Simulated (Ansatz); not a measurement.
System: rock-salt NbN (cubic form, which distorts at low temperature). Method: PBEsol in Ansatz (PAW).

A relaxed, unreconstructed slab of the (110) face has 16 atoms, two equal faces of 13.566 Å² each and an energy of -39006.0308 eV. A bulk cell of 4 atoms with the same orientation and in-plane k mesh has -9752.5048 eV. Energies are extrapolated to zero smearing.

Settings: plane-wave cutoff 500 eV, 10×14×1 k mesh (along the axes of the cell as run), Fermi–Dirac smearing 0.05 eV, scalar-relativistic PAW data made under PBE.

Worked out: γ = (E_slab − N E_bulk per atom)/2A = [-39006.0308 − 16 × (-9752.5048/4)]/(2 × 13.566) = 0.1470 eV/Å². With 16.022 J/m² per eV/Å² this is 2.36 J/m², or 1.99 eV per surface cell and face.

Note: symmetry holds this phase in the static calculation, where it need not be a minimum.

Ansatz is a quantum-chemistry and plane-wave program.
